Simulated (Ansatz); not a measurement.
## Na$_{3}$Sb (space group P6_3/mmc, No. 194)

```
CELL_PARAMETERS angstrom
      5.31225     0.00000     0.00000
     -2.65612     4.60054     0.00000
      0.00000     0.00000     9.45285
ATOMIC_POSITIONS crystal
  Sb 0.33333 0.66667 0.25000
  Sb 0.66667 0.33333 0.75000
  Na 0.00000 0.00000 0.25000
  Na 0.00000 0.00000 0.75000
  Na 0.33333 0.66667 0.58243
  Na 0.66667 0.33333 0.08243
  Na 0.33333 0.66667 0.91757
  Na 0.66667 0.33333 0.41757
```

All numbers come from PBEsol (Ansatz, a first-principles code; PAW; 420 eV plane waves; no SOC). Γ-centred 10×10×5 mesh, Fermi–Dirac width 0.05 eV.

```yaml
volume_per_atom: 28.88 Å³
density: 2.74 g/cm³
band_gap: 0.43 eV, direct at Γ
electron_mass: 0.076 mₑ along c, 0.061 mₑ across
total_energy: -2709.355 eV/atom (σ→0; compares only within this code and set-up)
```

With Sb present, leaving out spin-orbit coupling can change the band edges. Masses are band curvatures over ±0.01 Å⁻¹ around the edge. No phonon test of stability was made.
